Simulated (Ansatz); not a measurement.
# CsSnI3 (P4/mbm, No. 127, 10 atoms in the cell; start mp-616378; high-temperature phase)

Computed with dielectric-dependent PBEsol hybrid in Ansatz (PAW).

Numerical settings: plane-wave cutoff 460 eV, 4×4×4 k mesh, Fermi–Dirac smearing 0.01 eV, scalar-relativistic PAW data made under PBE.

Cell (relaxed with PBEsol):

```cif
data_Cs2I6Sn2
_chemical_formula_sum 'Cs2 Sn2 I6'
_space_group_name_H-M_alt 'P 1'
_space_group_IT_number 1
_cell_length_a 8.53708
_cell_length_b 8.53708
_cell_length_c 6.22071
_cell_angle_alpha 90.000
_cell_angle_beta 90.000
_cell_angle_gamma 90.000
loop_
_space_group_symop_operation_xyz
  'x, y, z'
loop_
_atom_site_label
_atom_site_type_symbol
_atom_site_fract_x
_atom_site_fract_y
_atom_site_fract_z
_atom_site_occupancy
Cs1 Cs 0.00000 0.50000 0.00000 1
Cs2 Cs 0.50000 0.00000 0.00000 1
Sn1 Sn 0.50000 0.50000 0.50000 1
Sn2 Sn 0.00000 0.00000 0.50000 1
I1 I 0.80538 0.69462 0.50000 1
I2 I 0.19462 0.30538 0.50000 1
I3 I 0.30538 0.80538 0.50000 1
I4 I 0.69462 0.19462 0.50000 1
I5 I 0.50000 0.50000 0.00000 1
I6 I 0.00000 0.00000 0.00000 1
```

For CsSnI3 (P4/mbm, No. 127, 10 atoms in the cell; start mp-616378; high-temperature phase), the band gap comes out as 0.67 eV (on the SCF k mesh) and the Γ–Γ gap is 2.19 eV.

Note: held by symmetry at 0 K, a high-temperature phase can be a saddle point.

Spin–orbit coupling is not included; with these elements it can move the gap by several tenths of an eV or more.

The computed numbers hold no vibrational or temperature effects.

A start named mp-… is a Materials Project structure, which need not be a measured phase.

Ansatz is an electronic-structure program.
